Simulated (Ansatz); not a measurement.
# Effect of pressure 1.8 GPa on CsPbBr3

Consider CsPbBr3 in the cubic perovskite structure (space group Pm-3m, No. 221; a = 5.872 Å).

The change: cell and atoms relaxed at a pressure of 1.8 GPa.

Level of theory: plane-wave PAW DFT at the PBEsol level (Ansatz, an electronic-structure program, 420 eV), scalar-relativistic without spin-orbit coupling. k-mesh 6×6×6 (Γ-centred); smearing 0.05 eV (Fermi–Dirac).

The density rises by 0.348 g/cm³ (4.76 g/cm³ → 5.10 g/cm³) and the lattice parameter a decreases by 0.136 Å (5.872 Å → 5.736 Å). The enthalpy H = E + PV relative to the base's energy comes out as +0.44 eV/atom and the band gap shrinks by 0.32 eV (1.43 eV → 1.11 eV). The gap character remains direct at R and the mean gap deformation potential ΔEg/Δln V amounts to +4.6 eV. The width of the top valence band rises by 0.495 eV, from 2.07 eV to 2.56 eV and the electron mass (degenerate bands, along [100]) goes from 0.077, 0.74, 0.74 mₑ (at R) to 0.064, 0.67, 0.67 mₑ (at R). The valley order (the lowest conduction-band minima on the path, energy above the VBM, named in the base's zone) becomes R along ⟨111⟩ 1.11 eV; Γ 2.49 eV (base: R along ⟨111⟩ 1.43 eV; Γ 2.88 eV).

With Pb present, leaving out spin-orbit coupling can change the band edges. Load acts through the strain it causes; cell and atoms are relaxed under it. Masses are band curvatures over ±0.01 Å⁻¹ around the edge. Whether these cells are dynamically stable was not tested. Many cubic perovskites are stable only at high temperature; tilts and polar distortions were not tested. This is not the structure that CsPbBr3 has at room temperature and ambient pressure.
